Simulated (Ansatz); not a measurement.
**Several settings converged on LaCu2 (P6/mmm, 3 atoms in the cell)**

```yaml
crystal:
  lattice:
    - [4.31319, 0.00000, 0.00000]
    - [-2.15659, 3.73533, 0.00000]
    - [0.00000, 0.00000, 3.86251]
  atoms:
    - { symbol: La, position: [0.00000, 0.00000, 0.00000] }
    - { symbol: Cu, position: [0.33333, 0.66667, 0.50000] }
    - { symbol: Cu, position: [0.66667, 0.33333, 0.50000] }
```

Base method: LDA (PW92), default PAW files made with PBE (plane waves; Ansatz, a quantum-chemistry and plane-wave program).

Base settings: basis.ecutwfc = 30.9 Ry; kpoints.mp_grid.grid = 9 9 9; hamiltonian.xc = lda; hamiltonian.pseudopotentials = {kind: paw} (the program's default PAW files); scf.occupations.method = fermi_dirac; scf.occupations.width = 0.0073 Ry.

Core times come from one kind of shared machine, to one figure; runs under 30 s give none.

**Zone-centre phonons against the cutoff**

In this ladder: phonons.method = dfpt.

The mesh stays at the base's, so the ladder's end is converged at best in this setting alone.

Frequencies are those of the unrelaxed cell, without the LO-TO term of polar crystals.

Only quantities that move along the ladder and can be compared are tabulated.

| basis.ecutwfc | highest zone-centre frequency (cm⁻¹) | lowest optical frequency (cm⁻¹) | core time / last (rough) |
|---|---|---|---|
| 15.4 Ry | 183.1 | 127.7 | 0.3 |
| 18.4 Ry | 129.9 | 101.3 | 0.3 |
| 21.7 Ry | 157.9 | 113.2 | 0.4 |
| 26.1 Ry | 168.4 | 109.7 | 0.3 |
| 30.9 Ry | 167.0 | 109.9 | 0.7 |
| 46.3 Ry | 167.0 | 109.9 | 1 |

Coarsest basis.ecutwfc that holds the lowest optical frequency within 2 cm⁻¹ of the last step, with all finer ones: 26.1 Ry, at about 0.3 of the last step's time; the step before is off by 3.3 cm⁻¹.

Coarsest basis.ecutwfc that holds the highest zone-centre frequency within 5 cm⁻¹ of the last step, with all finer ones: 26.1 Ry, at about 0.3 of the last step's time; the step before is off by 9.1 cm⁻¹.

**Zone-centre phonons against the mesh**

In this ladder: phonons.method = dfpt.

Frequencies are those of the unrelaxed cell, without the LO-TO term of polar crystals.

Only quantities that move along the ladder and can be compared are tabulated.

| kpoints.mp_grid.grid | highest zone-centre frequency (cm⁻¹) | lowest optical frequency (cm⁻¹) | core time / last (rough) |
|---|---|---|---|
| 3 3 3 | 162.2 | 100.3 | – |
| 5 5 4 | 169.8 | 113.7 | 0.07 |
| 7 7 7 | 165.9 | 107.3 | 0.1 |
| 11 11 10 | 166.9 | 108.3 | 0.3 |
| 13 13 13 | 167.1 | 108.5 | 1 |

Coarsest kpoints.mp_grid.grid that holds the lowest optical frequency within 1 cm⁻¹ of the last step, with all finer ones: 11 11 10, at about 0.3 of the last step's time; the step before is off by 1.2 cm⁻¹.

Coarsest kpoints.mp_grid.grid that holds the highest zone-centre frequency within 2 cm⁻¹ of the last step, with all finer ones: 7 7 7, at about 0.1 of the last step's time; the step before is off by 2.7 cm⁻¹.

On the base run: the starting cell comes from a database of computed structures (which also holds hypothetical and non-ambient phases and stackings), without a prior relaxation at this level. Its lattice was rescaled by up to half a per cent. Spin polarisation is off. In the base run, with a pressure of about -6 GPa the cell is away from its equilibrium volume at this level.

Left out of this page: 1 run of the series stopped by limits of time or memory.

Keys are those of Ansatz 0.2.
